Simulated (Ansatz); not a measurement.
Structures of equal composition on the (0001) surface of hcp Co, ferromagnetic: a layer of Cr in place of the second plane; a layer of Cr in place of the third plane. The slabs share one bottom face, and each structure is named by its start. These are constructed structures in small cells; real faces may alloy, dewet or reconstruct in larger ones, and not all known structures of the face are among them. Slabs of about 10 Å, Fermi-Dirac smearing of 0.1 eV. Bottom of the slabs: a bare face, its two planes held. Relaxed from the named starts with such symmetry as they have, on meshes of like density; energies extrapolated to zero smearing; spin only where a row says so; no spin-orbit coupling, no U. Brackets mark spin-polarised runs, whose order is one that fits the cell. Where a second, spin-polarised start was run, the lower counts.

The numbers are results of PBE (plane waves to 420 eV, PAW; Ansatz, an electronic-structure program), not measurements.

Order them by energy per 1x1 cell (lowest first) at the level PBE.

a layer of Cr in place of the second plane (0.000 eV [spin, 5.5 μB a cell]), a layer of Cr in place of the third plane (0.080 eV [spin, 6.5 μB a cell])
